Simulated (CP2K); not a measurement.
A self-consistent single point of MgO (Fm-3m, 2 atoms in the cell) with CP2K.

Method: PBE, GPW, DZVP-MOLOPT-SR-GTH basis, GTH-PBE potentials (GTH_POTENTIALS) (CP2K).

The change in words: lattice scaled by 0.98. Reference geometry:
```
MgO
1.0
    2.97692     0.00000     0.00000
    1.48846     2.57809     0.00000
    1.48846     0.85936     2.43065
Mg O
1 1
Direct
  0.00000   0.00000   0.00000
  0.50000   0.50000   0.50000
```

Reference input (self-consistent single point, DFT PBE, GPW, DZVP-MOLOPT-SR-GTH basis, GTH-PBE potentials (GTH_POTENTIALS)): CUTOFF = 1000 Ry; REL_CUTOFF = 60 Ry; SMEAR/METHOD = FERMI_DIRAC; ELECTRONIC_TEMPERATURE = 116.05 K; KPOINTS/SCHEME = MONKHORST-PACK 7 7 7; XC_FUNCTIONAL = PBE; Mg/BASIS_SET = DZVP-MOLOPT-SR-GTH-q10; Mg/POTENTIAL = GTH-PBE-q10; O/BASIS_SET = DZVP-MOLOPT-SR-GTH-q6; O/POTENTIAL = GTH-PBE-q6; METHOD = GPW; EPS_DEFAULT = 1e-10. This run's input differs from it in these lines:

```diff
@@ -62,5 +62,5 @@
     &CELL
-      A 2.97692000 0.00000000 0.00000000
-      B 1.48846000 2.57808800 0.00000000
-      C 1.48846000 0.85936300 2.43064500
+      A 2.91738100 0.00000000 0.00000000
+      B 1.45869100 2.52652600 0.00000000
+      C 1.45869100 0.84217500 2.38203200
       PERIODIC XYZ
```

Output, abridged:

```
 SCF WAVEFUNCTION OPTIMIZATION

  Step     Update method      Time    Convergence         Total energy    Change
     1 NoMix/Diag. 0.30E+00      -     1.80136579       -79.7877795817 -7.98E+01
     2 Broy./Diag. 0.30E+00      -     0.21993055       -77.9123369691  1.88E+00
     3 Broy./Diag. 0.30E+00      -     0.08577404       -79.1463027804 -1.23E+00
     4 Broy./Diag. 0.30E+00      -     0.01374944       -79.4389706130 -2.93E-01
     5 Broy./Diag. 0.30E+00      -     0.00392722       -79.4104543158  2.85E-02
     6 Broy./Diag. 0.30E+00      -     0.00014774       -79.4280657823 -1.76E-02
     7 Broy./Diag. 0.30E+00      -     0.00030620       -79.4284568999 -3.91E-04
     8 Broy./Diag. 0.30E+00      -     0.00001300       -79.4280544882  4.02E-04
     9 Broy./Diag. 0.30E+00      -     0.00000592       -79.4282171577 -1.63E-04
    10 Broy./Diag. 0.30E+00      -     0.00000033       -79.4282437435 -2.66E-05
  *** SCF run converged in    10 steps ***

  Overlap energy of the core charge distribution:               0.00000000000000
  Self energy of the core charge distribution:               -187.87291228687351
  Core Hamiltonian energy:                                     55.50775663965214
  Hartree energy:                                              65.26381524734381
  Exchange-correlation energy:                                -12.32690334365350
  Electronic entropic energy:                                  -0.00000000000000
  Fermi energy:                                                 0.30283291923058

  Total energy:                                               -79.42824374353106
  Total energy (extrapolated to T->0):                        -79.42824374353106

                     Mulliken Population Analysis

   [... lines left out ...]

 STRESS| Analytical stress tensor [bar]
 STRESS|                        x                   y                   z
 STRESS|      x        2.09296871448E+05   9.33633220395E+02   6.60178812640E+02
 STRESS|      y        9.33633220395E+02   2.08220259517E+05   3.82087420561E+02
 STRESS|      z        6.60178812640E+02   3.82087420561E+02   2.07948159648E+05
 STRESS| 1/3 Trace                                             2.08488430204E+05
```

The run converged in 10 iterations. Against the reference run the free energy goes up by 49.6 meV/atom, the pressure goes from 8.71 to 20.85 GPa and the gap on the mesh goes from 4.618 to 5.243 eV.

The starting cell has typed, rounded lattice constants, without a prior relaxation at this level. For this run, on top of that: lattice scaled by 0.98. Values carry the incompleteness of an atom-centred basis. With a pressure of about 21 GPa the cell is away from its equilibrium volume at this level.
